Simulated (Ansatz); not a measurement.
Cubic perovskite CsPbCl₃ (cubic high-temperature phase) was calculated with PBE-D4 (PAW; Ansatz, a first-principles code).

Run with plane-wave cutoff 500 eV, 8×8×8 k mesh, gaussian smearing 0.02 eV, scalar-relativistic PAW data made under PBE.

Cell (relaxed at this level):

```cif
data_Cl3CsPb
_chemical_formula_sum 'Cs1 Pb1 Cl3'
_space_group_name_H-M_alt 'P 1'
_space_group_IT_number 1
_cell_length_a 5.67712
_cell_length_b 5.67712
_cell_length_c 5.67712
_cell_angle_alpha 90.000
_cell_angle_beta 90.000
_cell_angle_gamma 90.000
loop_
_space_group_symop_operation_xyz
  'x, y, z'
loop_
_atom_site_label
_atom_site_type_symbol
_atom_site_fract_x
_atom_site_fract_y
_atom_site_fract_z
_atom_site_occupancy
Cs1 Cs 0.00000 0.00000 0.00000 1
Pb1 Pb 0.50000 0.50000 0.50000 1
Cl1 Cl 0.00000 0.50000 0.50000 1
Cl2 Cl 0.50000 0.00000 0.50000 1
Cl3 Cl 0.50000 0.50000 0.00000 1
```

Problem. Predict the band gap.

Solution. 
- band gap: 2.09 eV (on the SCF k mesh)

Note: a distance lies near a switch of the dispersion term, which can move the cell; the relaxation could not lower the start's symmetry, so the cell can be a saddle point above a distorted one.

Spin–orbit coupling is not included; with these elements it can move the gap by several tenths of an eV or more.

The result took about 50 core-seconds (a rough figure).
